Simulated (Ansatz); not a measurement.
## A constructed model of the (111)B surface of zinc-blende AlP, P-terminated, 2x2 Al adatom at H3 (bottom of the slab: 3 H on 4 bottom sites)

Level of theory: PBE (plane waves to 420 eV, PAW; Ansatz, an electronic-structure program).

Slab: 44 atoms, 16.0 Å thick at the start with caps and adatoms; k 3x3x1, smearing 0.025 eV, dipole-corrected; 8 atoms held, the rest relaxed; symmetry of the start imposed; no spin, no spin-orbit, no U. In PBE it is, or lies within 0.01 eV a 1x1 cell of, the lowest of the 2 structures of its composition computed so far; subsurface sites and larger cells were not tried.

| Quantity | Value |
|---|---|
| gap of the slab on its k-mesh | 1.12 eV |
| highest filled level below the top vacuum level | 5.21 eV |
| energy released by relaxation | 1.27 eV |
| cost | about 7 core-minutes (a rough figure) |
